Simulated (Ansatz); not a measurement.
**Effect of isotropic strain −4.29 % on PbTe**

The reference is PbTe in the rock salt structure (space group Fm-3m, No. 225; a = 6.569 Å).

Now apply this change: an isotropic linear strain of −4.29 %; the atoms relax in the strained cell.

Level of theory: PBE (Ansatz, an electronic-structure program, PAW, without spin-orbit coupling). Γ-centred 9×9×9 mesh, Fermi–Dirac width 0.05 eV.

```tsv
quantity	base	changed	shift
volume per atom	35.43 Å³	31.07 Å³	-4.367 Å³
shortest interatomic distance	3.285 Å	3.144 Å	-0.141 Å
energy relative to the base (free energy F)	0 meV/atom	+82 meV/atom	+82 meV/atom
band gap	0.83 eV	0.53 eV	-0.30 eV
gap character	direct at L	direct at L	–
width of the top valence band	2.52 eV	3.34 eV	+0.82 eV
electron mass	0.30 mₑ along k, 0.11 mₑ across (at L)	0.22 mₑ along k, 0.100 mₑ across (at L)	–
valley order (the lowest conduction-band minima on the path, energy above the VBM, named in the base's zone)	L along ⟨111⟩ 0.83 eV; a point along ⟨110⟩, about 0.5 Å⁻¹ from Γ 1.36 eV; a point along ⟨100⟩, about 0.3 Å⁻¹ from Γ 1.81 eV	L along ⟨111⟩ 0.53 eV; a point along ⟨110⟩, about 0.5 Å⁻¹ from Γ 1.19 eV; a point along ⟨100⟩, about 0.3 Å⁻¹ from Γ 1.70 eV	–
```

Final structure:

```yaml
crystal:
  lattice:
    - [0.00000, 3.14360, 3.14360]
    - [3.14360, 0.00000, 3.14360]
    - [3.14360, 3.14360, 0.00000]
  atoms:
    - { symbol: Te, position: [0.00000, 0.00000, 0.00000] }
    - { symbol: Pb, position: [0.50000, 0.50000, 0.50000] }
```

Cost of the whole job for the changed cell (relaxation, final SCF and bands): about 20 core-seconds (a rough figure).

With Pb and Te present, leaving out spin-orbit coupling can change the band edges. Masses are band curvatures over ±0.01 Å⁻¹ around the edge. Along k means along the line from Γ to the band edge. No phonon test of stability was made.
